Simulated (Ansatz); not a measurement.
# A computed series for InPd2: response to strain

Start from InPd$_{2}$ (space group Pnma, No. 62; a cell from a computed database, its experimental status unchecked).

```
InPd2
1.0
    5.62713     0.00000     0.00000
    0.00000     4.17896     0.00000
    0.00000     0.00000     8.24945
In Pd
4 8
Cartesian
  4.65141   1.04474   4.94464
  0.97572   3.13422   3.30480
  3.78928   3.13422   0.81992
  1.83784   1.04474   7.42953
  5.21567   1.04474   2.21082
  0.41146   3.13422   6.03863
  3.22502   3.13422   6.33554
  2.40211   1.04474   1.91391
  3.68154   3.13422   3.52136
  1.94559   1.04474   4.72809
  4.75915   1.04474   7.64608
  0.86798   3.13422   0.60337
```

Cartesian axes are those of the cell as printed.

Strains are applied to the cell and any free atomic positions relax; under biaxial strain the out-of-plane vector relaxes too; under stress the whole cell relaxes.

All numbers come from Ansatz (a program for electronic structure), PBEsol, PAW, cutoff 420 eV, no spin-orbit coupling.

Notes on the quantities. pressure: mean of the normal stresses, compression positive.

```tsv
change	shortest interatomic distance	pressure
base	2.704 Å	0.0 GPa
biaxial strain +1.39 %, plane normal [001], relaxed out of plane	2.679 Å	-2.0 GPa
biaxial strain +2.64 %, plane normal [001], relaxed out of plane	2.661 Å	-3.5 GPa
biaxial strain +3.39 %, plane normal [001], relaxed out of plane	2.651 Å	-4.3 GPa
uniaxial stress, 0.5 GPa compression along z	2.696 Å	–
```

Without a gap, meshes like the base's 7×9×5 leave anisotropic stresses uncertain by several tenths of a GPa, and small strain energies with them. Stability under load was not tested beyond the relaxation. All final runs are without spin polarisation.
